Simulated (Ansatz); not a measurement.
## HgS: response to strain

Base system: HgS in the zinc blende structure (space group F-43m, No. 216; a = 5.8759 Å). Axes: x, y, z lie along the cube axes.

Strains are applied to the cell and any free atomic positions relax.

Level of theory: plane-wave PAW DFT at the PBEsol level (Ansatz, a quantum-chemistry and plane-wave program, 420 eV), scalar-relativistic without spin-orbit coupling.

Notes on the quantities. energy relative to the base: free energy F; pressure: mean of the normal stresses, compression positive.

| case | energy relative to the base | pressure | shortest interatomic distance |
|---|---|---|---|
| base | 0 meV/atom | 0.0 GPa | 2.544 Å |
| uniaxial strain ε_zz = −3.00 % | +5.2 meV/atom | 2.0 GPa | 2.519 Å |
| uniaxial strain ε_zz = −2.50 % | +3.6 meV/atom | 1.6 GPa | 2.523 Å |
| uniaxial strain ε_zz = −2.00 % | +2.3 meV/atom | 1.3 GPa | 2.527 Å |
| uniaxial strain ε_zz = −0.50 % | +0.1 meV/atom | 0.3 GPa | 2.540 Å |
| uniaxial strain ε_zz = +0.50 % | +0.1 meV/atom | -0.3 GPa | 2.549 Å |
| uniaxial strain ε_zz = +1.00 % | +0.6 meV/atom | -0.6 GPa | 2.553 Å |
| uniaxial strain ε_zz = +1.50 % | +1.3 meV/atom | -0.9 GPa | 2.557 Å |
| uniaxial strain ε_zz = +2.50 % | +3.4 meV/atom | -1.4 GPa | 2.566 Å |
| uniaxial strain ε_zz = +3.00 % | +4.9 meV/atom | -1.7 GPa | 2.570 Å |

The mesh was chosen for an insulator and is coarse for the gapless case. Stability against distortions was not tested. All final runs are without spin polarisation.
